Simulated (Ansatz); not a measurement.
Input and output of a self-consistent single point for Ti₃Ga (P3m1, 8 atoms in the cell) (Ansatz, a program for electronic structure).

Method: PBEsol, default PAW files made with PBE (plane waves; Ansatz).

The change in words: lattice scaled by 0.98; kpoints.mp_grid.grid: 5 5 5 → 12 12 13. Reference geometry:
```xyz
8
Lattice="5.7153 0.0000 0.0000 -2.8577 4.9496 0.0000 0.0000 0.0000 4.6420" Properties=species:S:1:pos:R:3 pbc="T T T"
Ti     0.0000     1.6888     3.4815
Ti     2.8577     3.2608     1.1605
Ti     4.2528     0.8444     1.1605
Ti    -1.3951     4.1052     3.4815
Ti     1.3951     4.1052     3.4815
Ti     1.4625     0.8444     1.1605
Ga     2.8577     1.6499     3.5315
Ga     0.0000     3.2997     1.1605
```

Reference input (self-consistent single point, DFT, PBEsol, plane waves, default PAW files made with PBE): basis.ecutwfc = 30.9 Ry; kpoints.mp_grid.grid = 5 5 5; hamiltonian.xc = pbesol; hamiltonian.pseudopotentials = {kind: paw} (the program's default PAW files); scf.occupations.method = fermi_dirac; scf.occupations.width = 0.0073 Ry. This run's input differs from it in these lines:

Ansatz 0.2 input:
```diff
@@ -3,14 +3,14 @@
   lattice:
-    - [5.715304, 0.000000, 0.000000]
-    - [-2.857652, 4.949599, 0.000000]
-    - [0.000000, 0.000000, 4.642025]
+    - [5.600998, 0.000000, 0.000000]
+    - [-2.800499, 4.850607, 0.000000]
+    - [0.000000, 0.000000, 4.549184]
   atoms:
-    - { symbol: Ti, position_ang: [-0.000000, 1.688803, 3.481519] }
-    - { symbol: Ti, position_ang: [2.857652, 3.260796, 1.160506] }
-    - { symbol: Ti, position_ang: [4.252758, 0.844402, 1.160506] }
-    - { symbol: Ti, position_ang: [-1.395106, 4.105197, 3.481519] }
-    - { symbol: Ti, position_ang: [1.395106, 4.105197, 3.481519] }
-    - { symbol: Ti, position_ang: [1.462546, 0.844402, 1.160506] }
-    - { symbol: Ga, position_ang: [2.857655, 1.649865, 3.531518] }
-    - { symbol: Ga, position_ang: [-0.000003, 3.299734, 1.160506] }
+    - { symbol: Ti, position_ang: [0.000000, 1.655027, 3.411888] }
+    - { symbol: Ti, position_ang: [2.800499, 3.195580, 1.137296] }
+    - { symbol: Ti, position_ang: [4.167703, 0.827514, 1.137296] }
+    - { symbol: Ti, position_ang: [-1.367204, 4.023093, 3.411888] }
+    - { symbol: Ti, position_ang: [1.367204, 4.023093, 3.411888] }
+    - { symbol: Ti, position_ang: [1.433295, 0.827514, 1.137296] }
+    - { symbol: Ga, position_ang: [2.800502, 1.616867, 3.460887] }
+    - { symbol: Ga, position_ang: [-0.000003, 3.233740, 1.137296] }
 basis:
@@ -18,3 +18,3 @@
 kpoints:
-  mp_grid: { grid: [5, 5, 5] }
+  mp_grid: { grid: [12, 12, 13] }
 hamiltonian:
```

Output, abridged:

```
SCF iter   1: F=—  HF=-22332.724769 eV  |F-HF|=—  |Δ(HF+E_count)|=         —  Δρ=6.92e-3  dr2=4.31e-2  ethr=1.77e-3  ⟨swp⟩=6.1  Hψ=47802  notcnv=0
all-band conjugate gradients solve this SCF's bands
preconditioner: auto → Kerker (q_TF=auto, 2.625 Å⁻¹)
SCF iter   2: F=—  HF=-22332.712702 eV  |F-HF|=—  |Δ(HF+E_count)|=   1.21e-2  Δρ=3.20e-3  dr2=9.70e-3  ethr=4.40e-5  ⟨swp⟩=3.0  Hψ=25509  notcnv=0
SCF iter   3: F=—  HF=-22332.710771 eV  |F-HF|=—  |Δ(HF+E_count)|=   1.93e-3  Δρ=7.97e-4  dr2=7.46e-4  ethr=9.90e-6  ⟨swp⟩=3.0  Hψ=25337  notcnv=0
SCF iter   4: F=—  HF=-22332.710619 eV  |F-HF|=—  |Δ(HF+E_count)|=   1.52e-4  Δρ=3.85e-4  dr2=1.73e-4  ethr=7.61e-7  ⟨swp⟩=2.0  Hψ=16656  notcnv=0
SCF iter   5: F=—  HF=-22332.710555 eV  |F-HF|=—  |Δ(HF+E_count)|=   6.40e-5  Δρ=1.17e-4  dr2=2.30e-5  ethr=1.76e-7  ⟨swp⟩=2.0  Hψ=17101  notcnv=0
SCF iter   6: F=—  HF=-22332.710453 eV  |F-HF|=—  |Δ(HF+E_count)|=   1.02e-4  Δρ=2.30e-5  dr2=8.18e-7  ethr=2.35e-8  ⟨swp⟩=2.0  Hψ=15215  notcnv=0
SCF iter   7: F=-22332.710453 eV  HF=-22332.710453 eV  |F-HF|=2.96e-8  |Δ(HF+E_count)|=   1.65e-7  Δρ=5.94e-6  dr2=5.63e-8  ethr=1.02e-10  ⟨swp⟩=6.1  Hψ=44409  notcnv=0
SCF 1 converged in 7 iterations: F = -22332.710453 eV  dr2 = 5.63e-8
Free energy (F): -22332.710453 eV
Internal energy: -22332.493091 eV  (E = F + TS)
E sigma→0 (E₀):  -22332.601772 eV
Entropy (-TS):   -0.217361 eV (-27.170 meV/atom)
Fermi energy:    14.251569 eV
--- Forces (eV/Å), atoms counted from 1 ---
  atom   1  Ti    -0.00000000    -0.06514535     0.02403254
  atom   2  Ti     0.00000000     0.07390924     0.11488292
  atom   3  Ti     0.06400728    -0.03695462     0.11488292
  atom   4  Ti    -0.05641753     0.03257268     0.02403254
  atom   5  Ti     0.05641753     0.03257268     0.02403254
  atom   6  Ti    -0.06400728    -0.03695462     0.11488292
  atom   7  Ga     0.00000000    -0.00000000    -0.43498763
  atom   8  Ga     0.00000000     0.00000000     0.01823304
--- Stress (GPa, compression-positive) ---
        2.095530      -0.000000      -0.000000
        0.000000       2.095530      -0.000000
        0.000000      -0.000000       3.249593
  P = ⅓ Tr σ = 2.4802 GPa (24.802 kbar)
  The stress holds the Pulay correction. Without it, at fixed plane waves, as pw.x and ABINIT print it: P = 2.4587 GPa
```

The run converged in 7 iterations. Against the reference run the free energy drops by 8.3 meV/atom, the pressure goes from -4.88 to 2.48 GPa and the largest force goes from 0.357 to 0.435 eV/Å.

The starting cell comes from a database of computed structures (which also holds hypothetical and non-ambient phases and stackings), without a prior relaxation at this level. Its lattice was rescaled by up to half a per cent. One atom was moved a little off its site on purpose. For this run, on top of that: lattice scaled by 0.98. Spin polarisation is off. Ansatz's pressure includes its estimate of the finite-basis (Pulay) stress.

Cost on one core of a shared machine: roughly 2 min.
